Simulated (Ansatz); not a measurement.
The starting structures come from a database of crystals and need not be the phases stable at ambient conditions.

Where the default PAW files enter, the runs use the earlier of Ansatz's two default sets.

Consider the following.

```
MgS
1.0
    3.68318     0.00000     0.00000
    0.00000     3.68318     0.00000
    1.84159    -1.84159     2.60440
Mg S
1 1
Direct
  0.00000   0.00000   0.00000
  0.50000   0.50000   0.00000
```

Space group of this cell: Fm-3m, rock salt. The cell is taken as given; by LDA its mean pressure is -3.5 GPa.

Transport runs along the normal of the first two printed cell vectors, the (001) plane of the conventional cell.

The gap is the functional's own. No spin-orbit coupling. Mid-gap values are those at the computed energy nearest the middle.

Give the band gap and the smallest decay constant κ at mid-gap that LDA (Ansatz, a quantum-chemistry and plane-wave program) yields.

Gap 2.55 eV on a 12×12×12 mesh; κ = 0.215 1/Å, at the zone centre.
